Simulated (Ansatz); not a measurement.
The parent structure is CoBi in the CsCl type structure (space group Pm-3m, No. 221; ferromagnetic; a hypothetical phase, not in the database extracts checked; relaxed with 0.1 eV smearing).

```xyz
2
Lattice="3.3047 0.0000 0.0000 0.0000 3.3047 0.0000 0.0000 0.0000 3.3047" Properties=species:S:1:pos:R:3 pbc="T T T"
Co     0.0000     0.0000     0.0000
Bi     1.6524     1.6524     1.6524
```

Cartesian axes are those of the cell as printed.

Method: Ansatz (a program for electronic structure), PBEsol, PAW, cutoff 420 eV, scalar-relativistic without spin-orbit coupling.

Before the change:

| Property | Value |
|---|---|
| Pressure | 0.0 GPa |
| Largest site moment | 1.11 μB |

The change: compressive biaxial strain of 0.38 % in the plane normal to [111], as in epitaxy on a mismatched substrate; the out-of-plane cell vector and the atoms relax.

What does the calculation give for the pressure and largest site moment after the change?

The pressure (mean of the normal stresses, compression positive) goes from zero to 0.2 GPa; the largest site moment is nearly the same (1.11 μB against 1.10 μB).

The magnetic state is the one reached from the starting moments; the real material's order can differ, and small cells can't hold many antiferromagnetic ones. Whether these cells are dynamically stable was not tested.
